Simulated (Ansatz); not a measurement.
InSe (P6₃/mmc, No. 194; structure not from a measured cell)

Computed with r²SCAN in Ansatz (plane waves, PAW).

Run with plane-wave cutoff 560 eV, 12×12×2 k mesh (along the axes of the cell as run), Fermi–Dirac smearing 0.01 eV, scalar-relativistic PAW data made under PBE.

Cell: relaxed with PBEsol: a = b = 4.0057 Å, c = 16.9983 Å, α = β = 90.00°, γ = 120.00°.

| Property | Value |
|---|---|
| band gap | 0.97 eV |

Measured, for comparison: band gap 1.17 eV (temperature not stated, no zero-point or thermal correction; as tabulated in Kim et al. (2020), doi:10.1038/s41597-020-00723-8).

Note: cell and atoms aren't relaxed at this level (largest force component 0.08 eV/Å, pressure 0.9 GPa); the cell has widely spaced layers and the level no dispersion term, so their spacing and the moduli can rest on weak binding.

Spin–orbit coupling is not included.

Cost on a shared machine: around 90 core-seconds (rough).

Ansatz is a program for electronic structure.
